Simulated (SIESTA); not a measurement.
Band structure of MnAu (Pm-3m, 2 atoms in the cell).

```
MnAu
1.0
    3.20776     0.00000     0.00000
    0.00000     3.20776     0.00000
    0.00000     0.00000     3.20776
Mn Au
1 1
Direct
  0.50000   0.50000   0.50000
  0.00000   0.00000   0.00000
```
Moments meant for the start (each program seeds them in its own way; μB, in the order of the atoms Mn Au): 4.0 0.0.

Method of the run: LDA PW92, numerical atomic orbitals DZP, PseudoDojo LDA standard norm-conserving potentials (rewritten from UPF to PSML) (SIESTA).

Settings: XC.functional = LDA; XC.authors = PW92; potentials = PseudoDojo LDA standard; PAO.BasisSize = DZP; PAO.EnergyShift = 0.01 Ry; MeshCutoff = 400 Ry; kgrid.MonkhorstPack = 10 10 10; OccupationFunction = FD; ElectronicTemperature = 50 meV; Spin = polarized; DM.InitSpin = [1 +4.00, 2 +0.00]; MaxSCFIterations = 150; SCF.Mixer.Method = Pulay; SCF.Mixer.Weight = 0.1.

The starting cell comes from a database of computed structures (which also holds hypothetical and non-ambient phases and stackings), without a prior relaxation at this level. Spin-orbit coupling is off. With one magnetic atom in the cell only a parallel order is possible. Values carry the incompleteness of an atom-centred basis.

Levels in eV from the Fermi level, bands 16 to 21 of the first spin channel:
```json
[
 {"point": "Γ", "16": "-2.36", "17": "-1.52", "18": "-1.52", "19": "-1.52", "20": "6.43", "21": "6.43"},
 {"point": "X", "16": "-2.66", "17": "-2.66", "18": "-2.26", "19": "-2.16", "20": "-1.19", "21": "12.95"},
 {"point": "M", "16": "-1.88", "17": "-1.29", "18": "-1.29", "19": "-0.96", "20": "-0.96", "21": "2.42"},
 {"point": "R", "16": "-3.10", "17": "-1.86", "18": "-1.86", "19": "3.31", "20": "5.54", "21": "5.54"}
]
```

Bands cross the Fermi level along this path, so the cell is metallic at this level.

Higher empty bands are left out: an atom-centred basis made for the valence describes them poorly.

The net moment of the cell came out as 4.11 μB.
